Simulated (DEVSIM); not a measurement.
Device: Cr/AlN/p-Ge capacitor, at 300 K.

Layer 1 from the left is AlN, thickness (nm) 10.0. Layer 2 from the left is Ge, thickness (nm) 4700, Na (cm⁻³) 1.6e16.

Metal gate on the left, work function 4.5 eV. Fixed charge at the semiconductor interface 6e10 cm⁻² (in units of +e); no interface traps.

This is a model device: material constants are rounded textbook-type values typed into the input, and sizes, dopings and lifetimes were drawn at random. Values at 300 K.

AlN: gap (eV) 6.1, affinity (eV) 1.9, permittivity 8.5. Ge: gap (eV) 0.664, affinity (eV) 4, permittivity 16, Nc (cm⁻³) 1.04e19, Nv (cm⁻³) 6e18.

### Question
Estimate by hand the flat-band voltage, the threshold voltage, and compare with a numerical solution.

### Answer

- Flat-band voltage: C = 0.753 μF/cm², work-function difference -0.011 V; VFB = φms − qNf/C = -0.02 V; numerical -0.02 V.
- Threshold voltage: φF = 0.172 V, depletion charge √(4εqNφF) = 4.99e-8 C/cm²; VT = VFB + 2φF + Qd/C = 0.39 V; numerical 0.39 V.

Model (solved in DEVSIM): 1D Poisson equation in equilibrium, Boltzmann statistics, complete ionisation; no quantum confinement or tunnelling. Metal contacts follow the ideal Schottky-Mott rule: no Fermi-level pinning, no interface dipoles.
